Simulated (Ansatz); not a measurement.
Take HfC in the rock salt structure (space group Fm-3m, No. 225; a = 4.607 Å; relaxed with 0.1 eV smearing) as the base. Axes: x, y, z lie along the cube axes.

Level of theory: PBEsol (Ansatz, an electronic-structure program; PAW; 420 eV plane waves; no spin-orbit coupling).

Base values:

The pressure comes out as 0.0 GPa, the shortest interatomic distance is 2.304 Å and the band gap is zero.

Now apply this change: a pure shear with ε_xy = ε_yx = 0.0200; the atoms relax in the strained cell.

**Question.** What happens to the energy relative to the base, pressure, shortest interatomic distance and band gap?

**Answer.** The energy goes up by 11 meV/atom; the pressure (mean of the normal stresses, compression positive) stays essentially unchanged (0.0 GPa against 0.1 GPa); the shortest interatomic distance is still 2.304 Å; the band gap remains zero.

No phonon test of stability was made. The final runs are not spin-polarised.
